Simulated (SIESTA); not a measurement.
Input and output of a self-consistent single point for SrAlGe (P-6m2, 3 atoms in the cell) (SIESTA).

Method: GGA PBEsol with spin-orbit coupling, numerical atomic orbitals DZP, PseudoDojo PBEsol fully relativistic norm-conserving potentials (rewritten from UPF to PSML) (SIESTA).

```xyz
3
Lattice="4.2965 0.0000 0.0000 -2.1483 3.7209 0.0000 0.0000 0.0000 4.7790" Properties=species:S:1:pos:R:3 pbc="T T T"
Sr     0.0000     0.0000     0.0000
Al     2.1483     1.2403     2.3895
Ge     0.0000     2.4806     2.3895
```

Reference input (self-consistent single point, DFT, GGA PBEsol, numerical atomic orbitals DZP, PseudoDojo PBEsol standard norm-conserving potentials (rewritten from UPF to PSML)): XC.functional = GGA; XC.authors = PBEsol; potentials = PseudoDojo PBEsol standard; PAO.BasisSize = DZP; PAO.EnergyShift = 0.01 Ry; MeshCutoff = 400 Ry; kgrid.MonkhorstPack = 6 6 5; OccupationFunction = FD; ElectronicTemperature = 50 meV; MaxSCFIterations = 150; SCF.Mixer.Method = Pulay; SCF.Mixer.Weight = 0.25. This run's input differs from it in these lines:

```diff
@@ -1,2 +1,2 @@
-# files in the folder: Sr.psml Al.psml Ge.psml (PseudoDojo PBEsol standard)
+# files in the folder: Sr.psml Al.psml Ge.psml (PseudoDojo PBEsol fully relativistic)
 SystemName  SrAlGe
@@ -36,2 +36,8 @@
 ElectronicTemperature        50.0 meV
+Spin                         spin-orbit
+%block DM.InitSpin
+  1 0.00 0.00 0.00
+  2 0.00 0.00 0.00
+  3 0.00 0.00 0.00
+%endblock DM.InitSpin
```

Output (repeated stretches shortened):

```
        iscf     Eharris(eV)        E_KS(eV)     FreeEng(eV)     dDmax    Ef(eV) dHmax(eV)
   scf:    1    -3412.580801    -3418.883016    -3418.904448  0.795418 -3.986217  3.111522
     spin moment: {S} , |S| = {    0.00000    0.00000   -0.00000 }     0.00000
   scf:    2    -3419.104456    -3418.998013    -3419.018481  0.030781 -3.947702  1.947536
     spin moment: {S} , |S| = {   -0.00000    0.00000    0.00000 }     0.00000
   scf:    3    -3419.113576    -3419.061879    -3419.081128  0.043083 -3.897307  0.497060
     spin moment: {S} , |S| = {   -0.00000    0.00000   -0.00000 }     0.00000
   [... lines left out ...]
     spin moment: {S} , |S| = {   -0.00000   -0.00000   -0.00000 }     0.00000
   scf:    8    -3419.065089    -3419.065108    -3419.085002  0.000183 -3.895837  0.000919
     spin moment: {S} , |S| = {    0.00000    0.00000    0.00000 }     0.00000
   scf:    9    -3419.065112    -3419.065109    -3419.085002  0.000028 -3.895826  0.000027
     spin moment: {S} , |S| = {   -0.00000    0.00000    0.00000 }     0.00000
   scf:   10    -3419.065109    -3419.065109    -3419.085002  0.000001 -3.895824  0.000020
     spin moment: {S} , |S| = {    0.00000   -0.00000    0.00000 }     0.00000
SCF Convergence by DM+H criterion
max |DM_out - DM_in|         :     0.0000011625
max |H_out - H_in|      (eV) :     0.0000199771
SCF cycle converged after 10 iterations

Using DM_out to compute the final energy and forces

siesta: E_KS(eV) =            -3419.0651

siesta: E_KS - E_eggbox =     -3419.0651

siesta: Atomic forces (eV/Ang):
     1    0.000017   -0.000010    0.000000
     2   -0.000168    0.000098   -0.000000
     3    0.000149   -0.000088    0.000000
   Tot   -0.000002    0.000001    0.000000
   Max    0.000168
   Res    0.000087    sqrt( Sum f_i^2 / 3N )
   Max    0.000168    constrained

Stress tensor Voigt[x,y,z,yz,xz,xy] (kbar):      -31.53      -31.41      -23.26        0.00        0.00        0.10
(Free)E + p*V (eV/cell)    -3417.7148
Target enthalpy (eV/cell)    -3419.0850

   [... lines left out ...]
siesta: FreeEng =     -3419.085002
siesta: Cell volume =         76.401714 Ang**3
siesta:          28.73415862         28.73734442  kBar
   [... lines left out ...]

Mulliken Atomic Populations:
Atom #   charge [q] valence [e]           S      Sx [e]      Sy [e]      Sz [e]  Species
     1     0.910998    9.089002    0.000000   -0.000000    0.000000    0.000000  Sr
     2    -0.706221    3.706221    0.000000    0.000000   -0.000000   -0.000000  Al
     3    -0.204777   14.204777    0.000000    0.000000   -0.000000    0.000000  Ge
 Total     0.000000                0.000000    0.000000   -0.000000   -0.000000
```

The run converged in 10 iterations. Against the reference run the pressure moves little (2.89 to 2.87 GPa). The full log also holds: “initDM: WARNING: atom 1 has a closed-shell and cannot be polarized”.

The starting cell comes from a database of computed structures (which also holds hypothetical and non-ambient phases and stackings), without a prior relaxation at this level. Values carry the incompleteness of an atom-centred basis.

Cost on one core of a shared machine: roughly 60 s.
